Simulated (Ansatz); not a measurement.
A relaxation of the atoms of TiO2 (Pbca, 24 atoms in the cell) with Ansatz (an electronic-structure program).

Computed with PBE, PAW files (plane waves; Ansatz).

```xyz
24
Lattice="5.2758 0.0000 0.0000 0.0000 9.4204 0.0000 0.0000 0.0000 5.5934" Properties=species:S:1:pos:R:3 pbc="T T T"
Ti     0.7276     3.4952     2.2518
Ti     4.5482     5.9251     3.3416
Ti     1.9103     5.9251     5.0485
Ti     3.3655     3.4952     0.5449
Ti     3.3655     1.2149     3.3416
Ti     1.9103     8.2054     2.2518
Ti     4.5482     8.2054     0.5449
Ti     0.7276     1.2149     5.0485
O      2.4517     2.5408     2.1814
O      2.8241     6.8796     3.4120
O      0.1862     6.8796     4.9781
O      5.0896     2.5408     0.6153
O      5.0896     2.1694     3.4120
O      0.1862     7.2510     2.1814
O      2.8241     7.2510     0.6153
O      2.4517     2.1694     4.9781
O      4.3084     0.0987     4.7611
O      0.9674     9.3217     0.8324
O      3.6053     9.3217     1.9644
O      1.6705     0.0987     3.6291
O      1.6705     4.6115     0.8324
O      3.6053     4.8089     4.7611
O      0.9674     4.8089     3.6291
O      4.3084     4.6115     1.9644
```

Reference input (self-consistent single point, DFT, PBE, plane waves, PAW files): kpoints.mp_grid.grid = 3 2 3; hamiltonian.xc = pbe; hamiltonian.pseudopotentials = {kind: paw} (the program's default PAW files); scf.occupations.method = fermi_dirac; scf.occupations.width = 0.01 eV. This run's input differs from it in these lines:

```diff
@@ -43,2 +43,3 @@
     width: 0.01
+relax: {}
 output:
```

Log, with long lists cut:

```
   [... SCF lines of the steps left out ...]
relax step   1: F+E_penalty+E_count = -29109.13385689 eV  Δ(F+E_penalty+E_count) = +0.000e0 eV  max|allowed force component| = 3.094e-1 eV/Å  Δτ_max = 0.0000 Å  (8 SCF iters, dr2 threshold 2.50e-6 eV, accepted)
relax step   2: F+E_penalty+E_count = -29109.18738639 eV  Δ(F+E_penalty+E_count) = -5.353e-2 eV  max|allowed force component| = 1.816e-1 eV/Å  Δτ_max = 0.0227 Å  (6 SCF iters, dr2 threshold 5.98e-6 eV, accepted)
   [... lines left out ...]
relax step   6: F+E_penalty+E_count = -29109.29520725 eV  Δ(F+E_penalty+E_count) = -6.879e-4 eV  max|allowed force component| = 7.141e-2 eV/Å  Δτ_max = 0.0089 Å  (6 SCF iters, dr2 threshold 9.36e-7 eV, accepted)
relax step   7: F+E_penalty+E_count = -29109.29613196 eV  Δ(F+E_penalty+E_count) = -9.247e-4 eV  max|allowed force component| = 1.370e-3 eV/Å  Δτ_max = 0.0037 Å  (6 SCF iters, dr2 threshold 1.02e-6 eV, accepted)
relax step   8: F+E_penalty+E_count = -29109.29613197 eV  Δ(F+E_penalty+E_count) = -1.137e-8 eV  max|allowed force component| = 1.386e-3 eV/Å  Δτ_max = 0.0000 Å  (2 SCF iters, accepted)
the relaxation is at rest under the 8 symmetry operations that the run kept from its start: a minimum is not shown …
Stability not checked: this state was not tested for a lower state beside it, because too few of the mixer's solves of this state at the end of the SCF gave a …
Free energy (F): -29109.296132 eV
Internal energy: -29109.296132 eV  (E = F + TS)
E sigma→0 (E₀):  -29109.296132 eV
Fermi energy:    8.362292 eV
--- Forces (eV/Å), atoms counted from 1 ---
  atom   1  Ti     0.00138567     0.00032659     0.00113087
  atom   2  Ti    -0.00138567    -0.00032659    -0.00113087
   [... lines left out ...]
    - { symbol: O, position: [0.3229869918285896, 0.4891303971841588, 0.14700747032282444] }
    - { symbol: O, position: [0.6770130081714105, 0.5108696028158412, 0.8529925296771758] }
    - { symbol: O, position: [0.17701300817141052, 0.5108696028158412, 0.6470074703228246] }
    - { symbol: O, position: [0.8229869918285894, 0.4891303971841588, 0.35299252967717565] }
```

The run converged. 

Summary of the result:
* **Free energy E − TS (on the zero of these files)**: -29109.2961 eV
* **Top of the valence band (on the code's own zero)**: 7.11 eV
* **Gap on the k-point mesh**: 2.52 eV
* **Pressure**: -8.19 GPa
* **Largest force (vector length)**: 0.002 eV/Å
* **Relaxation steps**: 8

The starting cell comes from a database of computed structures (which also holds hypothetical and non-ambient phases and stackings), without a prior relaxation at this level. Its lattice was rescaled by a random factor within 2.5 % of one. The relaxation keeps the symmetry of its start, so its end need not be a minimum. Ansatz's pressure includes its estimate of the finite-basis (Pulay) stress.

Cost on one core of a shared machine: roughly 3 min.

Keys are those of Ansatz 0.2.
